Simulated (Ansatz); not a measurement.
**WC: energy against strain**

WC (WC type, P-6m2, 10.416 Å³/atom and stress up to 0.01 GPa in the relaxed cell, c along z) under a strain ε along a direction in the basal plane (axis x), the other axes held. r2SCAN in Ansatz, a plane-wave DFT program (PAW, default set), 500 eV, 23×23×20 Γ-centred mesh, Fermi-Dirac smearing 0.10 eV; ions are relaxed, or left where forces stay under 0.02 eV/Å, within the symmetry of each cell.

Here s stands for strain and y for E less E0.

| strain (%) | E less E0 (meV/atom) |
|---|---|
| -3.00 | ? |
| -1.50 | 5.53 |
| -1.00 | 2.41 |
| -0.50 | 0.59 |
| 0.00 | 0.00 |
| 0.50 | 0.61 |
| 1.00 | 2.38 |
| 1.50 | 5.26 |

Question: Using a parabola, estimate the missing y at s = -3.00 from the other rows, showing the fit.

Answer: Least squares gives y = 0.000 - 0.0607·s + 2.3976·s². Residuals (row less fit): 0.044, -0.048, -0.040, 0.000, 0.041, 0.043, -0.044; standard error 0.053 (degrees of freedom: 4). Twice the quadratic coefficient over the volume, 2 × 2.3976 meV × 10⁴ × 0.1602 / 10.416 Å³, is the elastic constant C11 = about 740 GPa. At the withheld row, y = 0.000 - 0.0607 × (-3.0) + 2.3976 × (-3.0)² = 21.761 meV/atom. The calculation gives 23.09 meV/atom, 1.329 meV/atom above the prediction (5.8 % of the range of y in the table). The row lies outside the fitted rows, so this is an extrapolation. From the scatter of the fitted rows alone, a prediction at this place has a standard error of 0.203 meV/atom, so the miss is 6.5 times that.

A polynomial of degree 3 through the 12 other runs of the series gives 23.06 there, so most of the miss is curvature that the fit leaves out. In a metal these values are sensitive to mesh and smearing; energies are taken to zero smearing, stresses follow the free energy. Spin-orbit coupling is left out, which can shift these values for the heavy elements here. Rows are the converged runs of the series near zero and its far end; series whose fitted rows scatter by over a few per cent of the range, as at a crossing or softening among them, aren't shown in this form, nor equations of state whose B0' disagrees with the runs' pressures. Most that stay on the fit to the last digits aren't either.
